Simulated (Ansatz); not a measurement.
A computed series for CdS: response to strain

Start from CdS in the wurtzite structure (space group P6_3mc, No. 186).

```
CELL_PARAMETERS angstrom
      4.19625     0.00000     0.00000
     -2.09812     3.63406     0.00000
      0.00000     0.00000     6.82952
ATOMIC_POSITIONS crystal
  Cd 0.66667 0.33333 0.49977
  Cd 0.33333 0.66667 0.99977
  S  0.66667 0.33333 0.12323
  S  0.33333 0.66667 0.62323
```

Strains are applied to the cell and any free atomic positions relax.

Level of theory: PBE, PAW, 420 eV (Ansatz, a quantum-chemistry and plane-wave program; no spin-orbit coupling).

Notes on the quantities. pressure: mean of the normal stresses, compression positive.

| variant | electron mass | band gap | pressure |
|---|---|---|---|
| base | 0.12 mₑ along c, 0.13 mₑ across (at Γ) | 1.11 eV | 0.00 GPa |
| isotropic strain −3.00 % | 0.13 mₑ along c, 0.14 mₑ across (at Γ) | 1.32 eV | 5.99 GPa |
| isotropic strain −2.40 % | 0.13 mₑ along c, 0.14 mₑ across (at Γ) | 1.28 eV | 4.58 GPa |
| isotropic strain −1.80 % | 0.13 mₑ along c, 0.14 mₑ across (at Γ) | 1.24 eV | 3.29 GPa |
| isotropic strain −1.20 % | 0.12 mₑ along c, 0.13 mₑ across (at Γ) | 1.20 eV | 2.09 GPa |
| isotropic strain −0.60 % | 0.12 mₑ along c, 0.13 mₑ across (at Γ) | 1.15 eV | 1.00 GPa |

Effective masses come from finite differences of ±0.01 Å⁻¹. Whether these cells are dynamically stable was not tested.
